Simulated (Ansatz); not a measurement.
The reference is MgS in the rock salt structure (space group Fm-3m, No. 225; a = 5.1821 Å).

Level of theory: DFT with PBEsol, PAW potentials and a 420 eV plane-wave cutoff in Ansatz (an electronic-structure program), spin-orbit coupling left out.

Base values:

```
Item                  Result
-------------------  -------
Lattice parameter a  5.182 Å
```

The change: a hydrostatic pressure of 1.5 GPa.

**Question.** Predict the new mean gap deformation potential ΔEg/Δln V.

**Answer.** The mean gap deformation potential ΔEg/Δln V comes out as -2.0 eV.

**Question.** How does this affect the lattice parameter a?

**Answer.** The lattice parameter a decreases by 0.032 Å (5.182 Å → 5.150 Å).

Load acts through the strain it causes; cell and atoms are relaxed under it. Stability against distortions was not tested. The base started in P3_121 and relaxed to Fm-3m at this level.
